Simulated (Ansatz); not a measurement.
α-phase CO was calculated with r²SCAN in Ansatz (plane waves, PAW).

Run with plane-wave cutoff 600 eV, 8×8×8 k mesh, finite displacements, scalar-relativistic PAW data made under PBE.

Cell (relaxed at this level):

```xyz
8
Lattice="5.6906 0.0000 0.0000 0.0000 5.6906 0.0000 0.0000 0.0000 5.6906" Properties=species:S:1:pos:R:3 pbc="T T T"
C      5.4944     5.4944     5.4944
C      2.6491     3.0415     0.1962
C      0.1962     2.6491     3.0415
C      3.0415     0.1962     2.6491
O      0.4541     0.4541     0.4541
O      3.2994     2.3912     5.2366
O      5.2366     3.2994     2.3912
O      2.3912     5.2366     3.2994
```

### Question
Estimate the electronic dielectric constant ε∞ and static dielectric constant that the calculation returns.

### Answer

- electronic dielectric constant ε∞ = 1.64
- static dielectric constant = 1.66

Note: the cell comes from a level without a dispersion term, which matters for the spacing of layers, chains or molecules.

It cost around 25 core-minutes (rough) of CPU time.

Ansatz is a quantum-chemistry and plane-wave program.
